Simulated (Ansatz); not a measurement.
Start from WC (space group P-6m2, No. 187; relaxed with 0.1 eV smearing).

```
WC
1.0
    2.88431     0.00000     0.00000
   -1.44215     2.49788     0.00000
    0.00000     0.00000     2.81153
W C
1 1
Cartesian
  0.00000   0.00000   0.00000
  0.00000   1.66525   1.40577
```

Cartesian axes are those of the cell as printed.

Computed with plane-wave PAW DFT at the LDA level (Ansatz, an electronic-structure program, 420 eV), scalar-relativistic without spin-orbit coupling.

Now apply this change: the cell is scaled by 0.9700 in all directions; the atoms relax in the strained cell.

Predict the stress tensor and what it implies for the stiffness.

Stress of the strained cell less that of the base (GPa, compression positive):
```
   44.6     0.0     0.0
    0.0    44.6     0.0
    0.0     0.0    51.8
```

Then B = −ΔP/(ΔV/V₀) with ΔV/V₀ = -0.0873 gives secant stiffness values (nonlinear terms included at this strain): B (at held cell shape, above the free-shape value) ≈ 538 GPa.

As a check, the harmonic strain energy −½ V₀ Δσ:ε is 130 meV/atom; the computed energy rise is 120 meV/atom.

Stability against distortions was not tested. All final runs are without spin polarisation.
